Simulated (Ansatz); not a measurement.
**B20 (FeSi-type) MnSi**

These are PBE in Ansatz (PAW) values and carry that method's errors.

Settings: plane-wave cutoff 500 eV, 10×10×10 k mesh, Fermi–Dirac smearing 0.05 eV, spin-polarised with parallel moments, scalar-relativistic PAW data made under PBE.

Cell (relaxed at this level):

```cif
data_Mn4Si4
_chemical_formula_sum 'Mn4 Si4'
_space_group_name_H-M_alt 'P 1'
_space_group_IT_number 1
_cell_length_a 4.51764
_cell_length_b 4.51764
_cell_length_c 4.51764
_cell_angle_alpha 90.000
_cell_angle_beta 90.000
_cell_angle_gamma 90.000
loop_
_space_group_symop_operation_xyz
  'x, y, z'
loop_
_atom_site_label
_atom_site_type_symbol
_atom_site_fract_x
_atom_site_fract_y
_atom_site_fract_z
_atom_site_occupancy
Mn1 Mn 0.86355 0.63645 0.36355 1
Mn2 Mn 0.36355 0.86355 0.63645 1
Mn3 Mn 0.13645 0.13645 0.13645 1
Mn4 Mn 0.63645 0.36355 0.86355 1
Si1 Si 0.15481 0.34519 0.65481 1
Si2 Si 0.65481 0.15481 0.34519 1
Si3 Si 0.84519 0.84519 0.84519 1
Si4 Si 0.34519 0.65481 0.15481 1
```

For B20 (FeSi-type) MnSi, the magnetic moment (largest site, within a sphere) comes out as 0.98 μB.

Note: the collinear magnetic order is the start's and need not be the measured one.

Moments are spin moments.

Computed values are for the static lattice.

Computing time: very roughly 14 core-minutes.

Ansatz is an electronic-structure program.
